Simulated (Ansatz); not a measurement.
The starting structures come from a database of crystals and need not be the phases stable at ambient conditions.

 Where the default PAW files enter, the runs use the earlier of Ansatz's two default sets.

Input:

```
Zr3N4
1.0
    6.77517     0.00000     0.00000
    0.00000     6.77517     0.00000
    3.38759    -3.38759     3.38759
Zr N
6 8
Cartesian
  1.69379   0.00000   0.84690
  5.08138   0.00000   2.54069
  3.38759   4.23448   1.69379
  6.77517   2.54069   1.69379
  9.31586   1.69379   3.38758
  7.62207  -1.69379   3.38758
  4.63991   2.13526   2.13526
  7.21664   0.44147   2.94611
  5.52285  -2.13526   2.13526
  2.94611  -0.44147   2.94611
  2.13526   2.13526   1.25232
  6.33370   0.44147   0.44147
  1.25232   4.63991   1.25232
  3.82906  -0.44147   0.44147
```

Space group of this cell: I-43d. The cell is taken as given; by PBEsol its mean pressure is -5.5 GPa.

Method: PBEsol (plane waves, PAW; Ansatz, a quantum-chemistry and plane-wave program).

The current runs along the normal of the first two printed vectors; no spin-orbit coupling. Scaled by the factor s: the length along the current (ions clamped). Meshes 10×10×10 and 6×6 across the current in all rows.

```json
[
 {"s": "0.97", "mean pressure (GPa)": "3.1", "band gap (eV)": "0.44"},
 {"s": "1.00", "mean pressure (GPa)": "-5.5", "band gap (eV)": "0.62"},
 {"s": "1.03", "mean pressure (GPa)": "-12.3", "band gap (eV)": "?"}
]
```

Question: Take the slope of the band gap against ln s from the two given rows, extrapolate to s = 1.03, and say what the run there gives.

Answer: Slope = (0.44 − 0.62) / ln 0.97 = 5.91 eV. The line gives 0.62 + (5.91) × ln 1.03 = 0.79 eV. The run gives 0.56 eV, 0.23 eV under the line, 134 % of the predicted step.
